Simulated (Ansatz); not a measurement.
Strongest site found for several adsorbates on bcc Ta (110).

All values below come from PBE (plane waves to 420 eV, PAW; Ansatz, a first-principles code).

Counted are starts at which the adsorbate stayed whole and on top. Thin slabs; no dispersion, zero-point or thermal terms; negative values mean binding.

```json
[
 {"adsorbate, area an adsorbate": "H2O, 31 Å²", "reference": "H2O(g)", "bonded to": "Ta", "E_ads (eV)": "-0.51", "shortest bond to the host (Å)": "2.33"},
 {"adsorbate, area an adsorbate": "Li, 31 Å²", "reference": "an atom of bcc Li", "bonded to": "4 Ta", "E_ads (eV)": "…", "shortest bond to the host (Å)": "2.94"},
 {"adsorbate, area an adsorbate": "F, 8 Å²", "reference": "½ F2(g)", "bonded to": "3 Ta", "E_ads (eV)": "-4.52", "shortest bond to the host (Å)": "2.17"},
 {"adsorbate, area an adsorbate": "H, 16 Å²", "reference": "½ H2(g)", "bonded to": "3 Ta", "E_ads (eV)": "-0.96", "shortest bond to the host (Å)": "2.01"},
 {"adsorbate, area an adsorbate": "O, 16 Å²", "reference": "½ O2(g)", "bonded to": "3 Ta", "E_ads (eV)": "…", "shortest bond to the host (Å)": "…"},
 {"adsorbate, area an adsorbate": "Al, 31 Å²", "reference": "an atom of fcc Al", "bonded to": "4 Ta", "E_ads (eV)": "0.00", "shortest bond to the host (Å)": "2.67"},
 {"adsorbate, area an adsorbate": "Cu, 8 Å²", "reference": "an atom of fcc Cu", "bonded to": "4 Ta", "E_ads (eV)": "-0.19", "shortest bond to the host (Å)": "2.60"},
 {"adsorbate, area an adsorbate": "C, 16 Å²", "reference": "an atom of graphite", "bonded to": "5 Ta", "E_ads (eV)": "-0.85", "shortest bond to the host (Å)": "2.01"}
]
```

Q: Fill in the missing entries.

A: 
- Li, 31 Å², E_ads (eV): -0.70
- O, 16 Å², E_ads (eV): -4.82
- O, 16 Å², shortest bond to the host (Å): 2.03
